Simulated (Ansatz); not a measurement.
Base system: C in the graphite type structure (space group P6_3/mmc, No. 194; a = 2.458 Å, c = 6.565 Å; layered, stacked along the Cartesian z axis). Axes: x lies along a and z along c of the hexagonal cell.

Structures relaxed with DFT with PBEsol-D3(BJ), PAW potentials and a 420 eV plane-wave cutoff in Ansatz (a first-principles code), no spin-orbit coupling, earlier PAW set.

Base:

Simulated powder pattern, Cu Kα1, λ = 1.54056 Å (kinematic, ideal powder, no thermal factors, no anomalous dispersion; the 14 strongest lines at most, above 2 %, up to 2θ = 90°):

```tsv
2θ (°)	I/Imax (%)	hkl
27.14	100	(002)
42.43	3.8	(100)
44.72	18	(101)
51.10	3.6	(102)
55.98	6.7	(004)
60.64	5.5	(103)
77.62	6.2	(110)
84.01	10	(112)
```

Modification: biaxial strain +4.90 %, plane normal [001], relaxed out of plane (Cartesian); in-plane vectors clamped, the third vector and the atoms free.

After the change:

Simulated powder pattern, Cu Kα1, λ = 1.54056 Å (kinematic, ideal powder, no thermal factors, no anomalous dispersion; the 14 strongest lines at most, above 2 %, up to 2θ = 90°):

```json
[
 {"2θ (°)": "26.91", "d (Å)": "3.311", "I/Imax (%)": "100", "hkl": "(002)"},
 {"2θ (°)": "40.36", "d (Å)": "2.233", "I/Imax (%)": "4.5", "hkl": "(100)"},
 {"2θ (°)": "42.70", "d (Å)": "2.116", "I/Imax (%)": "21", "hkl": "(101)"},
 {"2θ (°)": "49.17", "d (Å)": "1.851", "I/Imax (%)": "4.1", "hkl": "(102)"},
 {"2θ (°)": "55.46", "d (Å)": "1.655", "I/Imax (%)": "6.7", "hkl": "(004)"},
 {"2θ (°)": "58.77", "d (Å)": "1.570", "I/Imax (%)": "6.0", "hkl": "(103)"},
 {"2θ (°)": "73.37", "d (Å)": "1.289", "I/Imax (%)": "7.2", "hkl": "(110)"},
 {"2θ (°)": "79.76", "d (Å)": "1.201", "I/Imax (%)": "11", "hkl": "(112)"}
]
```

The indices refer to the base's conventional cell; one index is shown for lines that coincide.

Stability against distortions was not tested.
